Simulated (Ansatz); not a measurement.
## A constructed model of the (111) surface of fcc Rh, a pseudomorphic layer of Os in the other hollow (bottom of the slab: a bare face, its two planes held)

The numbers are results of PBE (plane waves to 420 eV, PAW; Ansatz, a quantum-chemistry and plane-wave program), not measurements.

Set-up: 7 atoms, 13.6 Å thick at the start with caps and adatoms (thin: gaps and levels are the slab's own); mesh 16x16x1; 0.1 eV smearing; dipole correction on; 2 atoms held, the rest relaxed; start symmetry kept, larger cells not searched; no spin, no spin-orbit, no U. In PBE it lies 0.02 eV a 1x1 cell over the lowest computed structure of the same composition (a pseudomorphic layer of Os in the host's stacking).

```
Quantity                                                         Value
-----------------------------  ---------------------------------------
work function of the top face                                  5.52 eV
energy released by relaxation                                  0.50 eV
cost                           about 100 core-seconds (a rough figure)
```
